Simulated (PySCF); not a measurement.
PySCF 2.14.0, unrestricted PBE0/def2-svpd, df: B(Me)3 triplet (CB(C)C), charge 0, multiplicity 3, 13 atoms. The geometry is a generated start, not checked to be a minimum at this level.

```yaml
task: energy
method: pbe0
basis: def2-svpd
two_electron_scheme: density fitting
mol.max_memory: 3000 MB
mf.max_cycle: 100
mf.init_guess: minao (default)
mf.DIIS: CDIIS (default)
mf.diis_space: 8 (default)
mf.conv_tol: 1e-09 (default)
mf.grids.level: 3 (default)
basis_functions: 152
grid_points: 144672
```

```xyz
13

B      0.0000     0.0049     0.0063
C      1.5178    -0.1484    -0.3964
H      1.8994    -1.1491    -0.2011
H      2.1160     0.5239     0.2204
H      1.7315     0.0992    -1.4336
C     -0.5356    -0.6552     1.3361
H     -1.1581    -1.5135     1.0803
H     -1.1782     0.0182     1.9004
H      0.2455    -1.0144     2.0017
C     -0.9827     0.8084    -0.9311
H     -1.9741     0.9658    -0.5126
H     -1.1086     0.2778    -1.8753
H     -0.5730     1.7825    -1.1950
```

Charge 0 and multiplicity 3 are set for this test and not shown to be the ground state.

One run each on 2 threads, 1 BLAS thread. Values of level_shift (Hartree) tried: 0 (default), 0.1, 0.3, 1.

Q: Which value of level_shift (Hartree) needs the fewest Fock builds, and what happens away from it?

A: Fewest Fock builds: 0 (default) with 19. The count rises to 65 at 0.3. The run ends without SCF convergence in 100 cycles at 1.

```
level_shift (Hartree)  Fock builds             end
---------------------  -----------  --------------
0 (default)                     19   same solution
0.1                             36   same solution
0.3                             65   same solution
1                              101  no convergence
```
